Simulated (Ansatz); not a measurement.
## beta Si3N4: the defect O on the N site (O_N)

These are PBE, PAW (plane waves to 420 eV; Ansatz, an electronic-structure program) values and carry that method's errors. Cell: 84 sites, 1×1×3; final energies on a 2×2×2 shifted mesh. Site at the start: the N(2,3-fold) site. Charged cells carry a point-charge image correction with potential alignment at far atoms. Dielectric constants: PBE linear response of the host. Host gap at this level: 4.25 eV. A cell of this size leaves errors of a few tenths of an eV. The semilocal functional narrows the gap, so deep levels can fall outside it. Spin–orbit coupling is left out. Each state is the lowest found from its start.

Formation energies E_f are given with the Fermi level at the valence-band maximum. Chemical conditions: N-rich (Δμ(N) = 0.00 eV, Δμ(O) = -3.09 eV, bounded by Si2N2O (Cmc2_1); only phases computed here count, gases as isolated molecules at 0 K); Si-rich (Δμ(N) = -1.86 eV, Δμ(O) = -4.32 eV, bounded by Si2N2O (Cmc2_1); only phases computed here count, gases as isolated molecules at 0 K). Reference phases: N: N2 molecule in a box, O: O2 molecule in a box.

```csv
charge,moment (μB),largest move off a lattice site (Å),image correction with alignment (eV),"E_f, N-rich (eV)","E_f, Si-rich (eV)"
+1,not spin-polarised,0.10,0.22,0.55,-0.07
0,1.0,0.51,0.00,3.94,3.32
−1,not spin-polarised,0.97,0.21,6.68,6.06
```

Transition levels above the valence-band maximum: ε(+1/0) = 3.39 eV; ε(0/−1) = 2.74 eV. On the lower envelope of the bound states, inside the gap: (+1/−1) at 3.07 eV; the others aren't thermodynamic.

Flagged in the runs: a host whose relaxation on this sampling wasn't shown to rest.

All states together cost about 90 core-minutes (a rough figure).
